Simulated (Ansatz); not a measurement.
Cost and result by functional for the surface energy of the (311) surface of fcc Ir in its 1x1 cell, outermost plane spacing 1.17 Å in the ideal cut, in Ansatz (plane waves, PAW). Single points on the PBE structure, on one kind of machine; costs are rough ratios of the slab run's core time (references not counted) to the cheapest single point. r2SCAN's cost holds its higher cutoff (500 against 420 eV). Differences are taken against r2SCAN for comparison alone: no measured value is at hand, so the table doesn't rank accuracy.

Set-up: 10 atoms, 10.5 Å thick at the start; mesh 14x8x1; 0.1 eV smearing; dipole correction on; all atoms relaxed; held to the part of the start's symmetry that mesh and held atoms allow; no spin, no spin-orbit, no U. These notes are the PBE run's.

```csv
functional,relative cost,surface energy (J/m²),less r2SCAN (J/m²)
LDA,1,3.50,0.36
RPBE,1,2.63,-0.51
PBEsol,1,3.34,0.20
r2SCAN,2,3.15,0.00
PBE (the relaxed run's value),–,2.88,-0.26
```

The values span 0.87 J/m², while the single points' costs differ by a factor of roughly 2. Differences are of unrounded values.

Ansatz is a first-principles code.
